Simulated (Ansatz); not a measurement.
## AlN: response to strain

The reference is AlN in the wurtzite structure (space group P6_3mc, No. 186).

```
AlN
1.0
    3.11381     0.00000     0.00000
   -1.55691     2.69664     0.00000
    0.00000     0.00000     4.98335
Al N
2 2
Direct
  0.33333   0.66667   0.00000
  0.66667   0.33333   0.50000
  0.33333   0.66667   0.38200
  0.66667   0.33333   0.88200
```

Cartesian axes are those of the cell as printed.

Strains are applied to the cell and any free atomic positions relax.

Method: DFT with PBEsol, PAW potentials and a 420 eV plane-wave cutoff in Ansatz (an electronic-structure program), no spin-orbit coupling.

Notes on the quantities. energy relative to the base: free energy F.

| uniaxial strain ε_xx (%) | energy relative to the base (meV/atom) |
|---|---|
| -3 | 11.7 |
| -2.4 | 7.4 |
| -1.8 | ? |
| -1.2 | 1.8 |
| -0.6 | 0.4 |
| 0 | 0.0 |

Q: Fit ΔE = Aε² + Bε³ (ε in %) to the rows shown and predict the withheld row.

A: Least squares on the printed values gives A = 1.21 and B = -0.029 meV/atom (largest residual 0.0 meV/atom); this predicts 4.1 meV/atom, and the run gives 4.1 meV/atom, in agreement.

Stability against distortions was not tested.
